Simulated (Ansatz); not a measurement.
Functionals compared on the (111)A surface of 3C silicon carbide, Si-terminated, 2x2 cell from a buckled start (bottom of the slab: 4 H on 4 bottom sites), in Ansatz (plane waves, PAW). The structure was relaxed with PBE; the other rows are single points on it. Cutoff 420 eV (500 eV for r2SCAN).

Slab: 36 atoms, 9.6 Å thick at the start with caps and adatoms (thin: gaps and levels are the slab's own); k 5x5x1, smearing 0.025 eV, dipole-corrected; 8 atoms held, the rest relaxed; start symmetry kept, larger cells not searched; no spin (in PBE a spin-polarised start ends 0.32 eV a cell lower), no spin-orbit, no U. The slab shows no gap on its mesh. In PBE it lies 0.08 eV a 1x1 cell over the lowest computed structure of the same composition (2x2 cell from a buckled start, spin-polarised start). These notes are the PBE run's.

```tsv
functional	work function of the top face (eV)	rough cost of the single point
PBE	4.84	–
r2SCAN	___	roughly 5 core-minutes
```

Q: Fill in the missing entries.

A: 
- r2SCAN, work function of the top face (eV): 5.01

Ansatz is a quantum-chemistry and plane-wave program.
